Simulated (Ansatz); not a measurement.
Structures of equal composition on the (111) surface of fcc Ir: a pseudomorphic layer of Ru in the host's stacking; a pseudomorphic layer of Ru in the other hollow. The slabs share one bottom face, and each structure is named by its start. These are constructed structures in small cells; real faces may alloy, dewet or reconstruct in larger ones, and not all known structures of the face are among them. Slabs of about 11 Å, Fermi-Dirac smearing of 0.1 eV. Bottom of the slabs: a bare face, its two planes held. Relaxed from the named starts with such symmetry as they have, on meshes of like density; energies extrapolated to zero smearing; spin only where a row says so; no spin-orbit coupling, no U. Brackets mark spin-polarised runs, whose order is one that fits the cell.

All values below come from PBE (plane waves to 420 eV, PAW; Ansatz, a first-principles code).

**Question.** Rank these by energy per 1x1 cell (lowest first), as PBE gives it.

**Answer.** a pseudomorphic layer of Ru in the host's stacking (0.000 eV), a pseudomorphic layer of Ru in the other hollow (0.061 eV)
